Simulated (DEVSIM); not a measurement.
System: abrupt InP p-n junction, at 250 K.

```tsv
layer (left to right)	material	thickness (μm)	Nd (cm⁻³)	Na (cm⁻³)	τn (s)	τp (s)
1	InP	0.400	-	2.6e15	3.1e-10	3.1e-10
2	InP	2.60	5.6e16	-	3.1e-10	3.1e-10
```

Left contact: ohmic. Right contact: ohmic. Voltage is applied to the left contact. Recombination: SRH at mid-gap, Auger. Mobility is constant in doping.

This is a model device: material constants are rounded textbook-type values typed into the input, and sizes, dopings and lifetimes were drawn at random. Values at 300 K; Nc and Nv go as T^1.5, mobilities as T to minus their exponent, the gap by Varshni's rule with the affinity fixed.

```tsv
parameter	InP
gap (eV)	1.344
affinity (eV)	4.38
permittivity	12.5
Nc (cm⁻³)	5.7e17
Nv (cm⁻³)	1.1e19
μn (cm²/Vs)	5200
μp (cm²/Vs)	170
T exponent of μn	2
T exponent of μp	2
Cn (cm⁶/s)	9e-31
Cp (cm⁶/s)	9e-31
Varshni α (eV/K)	0.000363
Varshni β (K)	162
```

DEVSIM, 1D drift-diffusion, Boltzmann statistics, complete ionisation; no tunnelling, impact ionisation, image-force lowering or self-heating.

The temperature was swept, all else fixed.

```json
[
 {"temperature (K)": "250", "dark forward voltage at 100 A/cm² (V)": "1.001", "largest field in the device at zero bias (V/cm)": "34000", "potential step across the device at zero bias (V)": "1.142", "dark forward voltage at 1 A/cm² (V)": "0.885"},
 {"temperature (K)": "300", "dark forward voltage at 100 A/cm² (V)": "0.902", "largest field in the device at zero bias (V/cm)": "32000", "potential step across the device at zero bias (V)": "1.068", "dark forward voltage at 1 A/cm² (V)": "0.761"},
 {"temperature (K)": "350", "dark forward voltage at 100 A/cm² (V)": "[?]", "largest field in the device at zero bias (V/cm)": "31000", "potential step across the device at zero bias (V)": "0.992", "dark forward voltage at 1 A/cm² (V)": "[?]"},
 {"temperature (K)": "400", "dark forward voltage at 100 A/cm² (V)": "0.700", "largest field in the device at zero bias (V/cm)": "29000", "potential step across the device at zero bias (V)": "0.914", "dark forward voltage at 1 A/cm² (V)": "0.508"},
 {"temperature (K)": "450", "dark forward voltage at 100 A/cm² (V)": "0.596", "largest field in the device at zero bias (V/cm)": "28000", "potential step across the device at zero bias (V)": "0.834", "dark forward voltage at 1 A/cm² (V)": "0.379"},
 {"temperature (K)": "500", "dark forward voltage at 100 A/cm² (V)": "0.492", "largest field in the device at zero bias (V/cm)": "26000", "potential step across the device at zero bias (V)": "0.752", "dark forward voltage at 1 A/cm² (V)": "0.249"}
]
```

Q: Some entries are withheld; supply them.

A: 
- 350, dark forward voltage at 100 A/cm² (V): 0.802
- 350, dark forward voltage at 1 A/cm² (V): 0.636
